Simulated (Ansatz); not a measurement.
**Ti3InN, pressure series**

The parent structure is Ti₃InN in the anti-perovskite structure (space group Pm-3m, No. 221; a cell from a computed database, its experimental status unchecked).

```
Ti3InN
1.0
    4.14973     0.00000     0.00000
    0.00000     4.14973     0.00000
    0.00000     0.00000     4.14973
Ti In N
3 1 1
Direct
  0.00000   0.50000   0.50000
  0.50000   0.00000   0.50000
  0.50000   0.50000   0.00000
  0.00000   0.00000   0.00000
  0.50000   0.50000   0.50000
```

Cell and atoms are relaxed at each pressure.

Computed with PBEsol (Ansatz, an electronic-structure program), scalar-relativistic without spin-orbit coupling.

```tsv
P (GPa)	V (Å³/atom)
-1.99	14.469
-0.99	14.379
0.30	14.267
0.70	14.234
1.49	14.168
2.98	14.049
5.00	13.896
7.50	13.718
10.00	13.550
```

A third-order Birch–Murnaghan fit to these points gives V₀ = 14.29 Å³/atom, B₀ = 167 GPa and B₀′ = 4.2. At pressure 10 GPa the volume is 94.8 % of V₀.

Load acts through the strain it causes; cell and atoms are relaxed under it. No phonon test of stability was made. Competing high-pressure phases were not computed. The final runs are not spin-polarised.
